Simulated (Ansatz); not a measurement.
Input:

```yaml
crystal:
  lattice:
    - [3.21837, 0.00000, 0.00000]
    - [-1.60919, 2.78719, 0.00000]
    - [0.00000, 0.00000, 5.24317]
  atoms:
    - { symbol: Ga, position: [0.66667, 0.33333, 0.49914] }
    - { symbol: Ga, position: [0.33333, 0.66667, 0.99914] }
    - { symbol: N, position: [0.66667, 0.33333, 0.87586] }
    - { symbol: N, position: [0.33333, 0.66667, 0.37586] }
```

Computed with PBE with spin-orbit coupling, rigid bands (plane waves, PAW; Ansatz, a program for electronic structure). Condition of this run: functional PBE, cell relaxed with it. Geometry: cell and atoms relaxed with PBE.

What conductivity effective mass do dilute electrons have at 300 K?

0.172 (x), 0.172 (y), 0.155 (z) mₑ.

What conductivity effective mass do dilute holes have at 300 K?

1.52 (x), 1.52 (y), 1.80 (z) mₑ.

And the band gap?

1.71 eV at this level; semilocal functionals usually fall short of the measured gap.

Rigid bands, one relaxation time for all states, no polarons.
